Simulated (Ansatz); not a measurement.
Ansatz (a quantum-chemistry and plane-wave program) run on Na3BrO (P4mm, 5 atoms in the cell): self-consistent single point.

Method of the run: PBEsol, default PAW files made with PBE (plane waves; Ansatz).

```yaml
crystal:
  lattice:
    - [4.51046, 0.00000, 0.00000]
    - [0.00000, 4.51046, 0.00000]
    - [0.00000, 0.00000, 4.51046]
  atoms:
    - { symbol: Na, position: [0.01108, 0.50000, 0.50000] }
    - { symbol: Na, position: [0.50000, 0.00000, 0.50000] }
    - { symbol: Na, position: [0.50000, 0.50000, 0.00000] }
    - { symbol: Br, position: [0.00000, 0.00000, 0.00000] }
    - { symbol: O, position: [0.50000, 0.50000, 0.50000] }
```

Reference input (self-consistent single point, DFT, PBEsol, plane waves, default PAW files made with PBE): basis.ecutwfc = 30.9 Ry; kpoints.mp_grid.grid = 6 6 6; hamiltonian.xc = pbesol; hamiltonian.pseudopotentials = {kind: paw} (the program's default PAW files); scf.occupations.method = fermi_dirac; scf.occupations.width = 0.0015 Ry. This run's input differs from it in these lines:

Ansatz 0.2 input:
```diff
@@ -16,3 +16,4 @@
   mp_grid:
-    grid: [6, 6, 6]
+    grid: [3, 3, 3]
+    shift: [0.5, 0.5, 0.5]
 hamiltonian:
```

Output, abridged:

```
SCF iter   1: F=—  HF=-7729.301497 eV  |F-HF|=—  |Δ(HF+E_count)|=         —  Δρ=6.54e-3  dr2=2.94e-2  ethr=1.77e-3  ⟨swp⟩=6.7  Hψ=666  notcnv=0
all-band conjugate gradients solve this SCF's bands
preconditioner: auto → Resta (q_TF=auto, 2.376 Å⁻¹)
SCF iter   2: F=—  HF=-7729.292963 eV  |F-HF|=—  |Δ(HF+E_count)|=   8.53e-3  Δρ=1.84e-3  dr2=3.60e-3  ethr=7.34e-5  ⟨swp⟩=2.0  Hψ=263  notcnv=0  defer=6
SCF iter   3: F=—  HF=-7729.292060 eV  |F-HF|=—  |Δ(HF+E_count)|=   9.03e-4  Δρ=3.86e-4  dr2=1.63e-4  ethr=9.00e-6  ⟨swp⟩=2.3  Hψ=227  notcnv=0  defer=6
SCF iter   4: F=—  HF=-7729.292041 eV  |F-HF|=—  |Δ(HF+E_count)|=   1.87e-5  Δρ=1.37e-4  dr2=2.29e-5  ethr=4.07e-7  ⟨swp⟩=2.0  Hψ=201  notcnv=0  defer=6
SCF iter   5: F=—  HF=-7729.291483 eV  |F-HF|=—  |Δ(HF+E_count)|=   5.58e-4  Δρ=3.49e-5  dr2=1.02e-6  ethr=5.74e-8  ⟨swp⟩=2.0  Hψ=213  notcnv=0  defer=6
SCF iter   6: F=-7729.291483 eV  HF=-7729.291483 eV  |F-HF|=2.54e-8  |Δ(HF+E_count)|=   3.67e-8  Δρ=1.09e-5  dr2=9.14e-8  ethr=2.50e-10  ⟨swp⟩=9.2  Hψ=713  notcnv=0
SCF 1 converged in 6 iterations: F = -7729.291483 eV  dr2 = 9.14e-8
Free energy (F): -7729.291483 eV
Internal energy: -7729.291483 eV  (E = F + TS)
E sigma→0 (E₀):  -7729.291483 eV
Fermi energy:    5.328581 eV
--- Forces (eV/Å), atoms counted from 1 ---
  atom   1  Na    -0.32033015     0.00000000     0.00000000
  atom   2  Na     0.04970096    -0.00000000     0.00000000
  atom   3  Na     0.04970096    -0.00000000     0.00000000
  atom   4  Br     0.01249260    -0.00000000     0.00000000
  atom   5  O      0.20840856     0.00000000     0.00000000
--- Stress (GPa, compression-positive) ---
        0.855006      -0.000000       0.000000
        0.000000       0.737534       0.000000
        0.000000       0.000000       0.737534
  P = ⅓ Tr σ = 0.7767 GPa (7.767 kbar)
  The stress holds the Pulay correction. Without it, at fixed plane waves, as pw.x and ABINIT print it: P = 0.6305 GPa
```

The run converged in 6 iterations. Against the reference run the free energy falls by 1.1 meV/atom, the pressure hardly changes (0.80 to 0.78 GPa), the largest force stays at 0.320 eV/Å and the gap on the mesh goes from 1.997 to 3.511 eV.

The starting cell comes from a database of computed structures (which also holds hypothetical and non-ambient phases and stackings), without a prior relaxation at this level. Its lattice was rescaled by up to half a per cent. One atom was moved a little off its site on purpose. Ansatz's pressure includes its estimate of the finite-basis (Pulay) stress. Another mesh or the band path of this cell gives a smaller gap, so this value is not converged in the mesh.
